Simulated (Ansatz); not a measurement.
# Nb: pressure series

The reference is Nb in the bcc (W type) structure (space group Im-3m, No. 229; a = 3.271 Å).

Cell and atoms are relaxed at each pressure.

Level of theory: PBEsol, PAW, 420 eV (Ansatz, an electronic-structure program; spin-orbit coupling left out), earlier PAW set.

Notes on the quantities. enthalpy: H = E + PV relative to the base's energy.

| variant | shortest interatomic distance | enthalpy |
|---|---|---|
| base | 2.833 Å | – |
| pressure −2 GPa | 2.844 Å | -0.22 eV/atom |
| pressure −1 GPa | 2.838 Å | -0.11 eV/atom |
| pressure 3 GPa | 2.818 Å | +0.32 eV/atom |
| pressure 7 GPa | 2.799 Å | +0.75 eV/atom |
| pressure 15 GPa | 2.766 Å | +1.58 eV/atom |
| pressure 30 GPa | 2.714 Å | +3.06 eV/atom |
| pressure 50 GPa | 2.657 Å | +4.92 eV/atom |
| pressure 75 GPa | 2.598 Å | +7.10 eV/atom |
| pressure 100 GPa | 2.551 Å | +9.14 eV/atom |

Load acts through the strain it causes; cell and atoms are relaxed under it. Stability against distortions was not tested. No other phases were tried under pressure. All final runs are without spin polarisation.
